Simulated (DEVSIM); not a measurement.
Structure: abrupt GaP n-p junction, at 350 K.

Layer 1 from the left is GaP, thickness (μm) 0.920, Nd (cm⁻³) 3.1e17, τn (s) 2.4e-7, τp (s) 2.4e-7. Layer 2 from the left is GaP, thickness (μm) 26.0, Na (cm⁻³) 6.3e15, τn (s) 2.4e-7, τp (s) 2.4e-7.

Left contact: ohmic. Right contact: ohmic. Voltage is applied to the left contact. Recombination: SRH at mid-gap. Mobility is μmin + (μ − μmin)/(1 + (N/Nref)^α).

This is a model device: material constants are rounded textbook-type values typed into the input, and sizes, dopings and lifetimes were drawn at random. Values at 300 K; Nc and Nv go as T^1.5, mobilities as T to minus their exponent, the gap by Varshni's rule with the affinity fixed.

GaP: gap (eV) 2.26, affinity (eV) 3.8, permittivity 11.1, Nc (cm⁻³) 1.8e19, Nv (cm⁻³) 1.9e19, μn (cm²/Vs) 250, μp (cm²/Vs) 150, μn,min 10, μp,min 10, Nref,n 4.4e18, Nref,p 1e18, αn 0.8, αp 0.85, T exponent of μn 1.6, T exponent of μp 1.98, Varshni α (eV/K) 0.00058, Varshni β (K) 372.

Model (solved in DEVSIM): 1D drift-diffusion, Boltzmann statistics, complete ionisation; no tunnelling, impact ionisation, image-force lowering or self-heating.

Dark forward current:

```csv
|V| (V),|J| (A/cm²)
0.50,6.368e-12
0.70,1.926e-10
0.75,4.531e-10
0.80,1.068e-9
0.85,2.520e-9
0.90,5.960e-9
0.95,1.414e-8
1.00,3.364e-8
1.05,8.049e-8
1.10,1.941e-7
1.15,4.750e-7
1.20,1.193e-6
1.25,3.137e-6
1.30,8.930e-6
1.35,2.858e-5
1.40,0.0001052
1.45,0.0004413
1.50,0.002036
1.55,0.009925
1.60,0.04911
1.65,0.2292
1.70,0.8720
1.75,2.472
1.80,5.582
1.85,10.87
1.90,19.01
```

Task: Work out the local ideality factor n = ΔV / (kT/q · ln(J2/J1)) between the rows 0.50 and 0.70 V, 1.55 and 1.60 V, 1.85 and 1.90 V.

Result: kT/q = 30.16 mV. From 0.50 to 0.70 V: ln(1.926e-10/6.368e-12) = 3.409, n = 1.95, near the 2 of recombination in the depletion region. From 1.55 to 1.60 V: ln(0.04911/0.009925) = 1.599, n = 1.04, near the 1 of diffusion or emission over a barrier. From 1.85 to 1.90 V: ln(19.01/10.87) = 0.559, n = 2.97.

Task: Estimate the current at 1.55 V from the Shockley equation with J0 = Σ q ni² D/(N L) coth(W/L), τ joining the SRH, radiative and Auger lifetimes that are on, and W taken as the whole layer.

Result: ni² = 3090000 cm⁻⁶; holes in the n layer: μ = 82.7 cm²/Vs, D = 2.49 cm²/s, τ = 2.40e-7 s, L = 7.74 μm, W/L = 0.12, term 4.35e-26 A/cm²; electrons in the p layer: μ = 194 cm²/Vs, D = 5.86 cm²/s, τ = 2.40e-7 s, L = 11.9 μm, W/L = 2.2, term 3.98e-25 A/cm². J0 = 4.42e-25 A/cm², and J = J0 exp(qV/kT) = 0.00922 A/cm². The simulation gives 0.00992 A/cm²; the estimate lies 7.1 % below. The estimate leaves out recombination in the depletion region and that region's share of W.
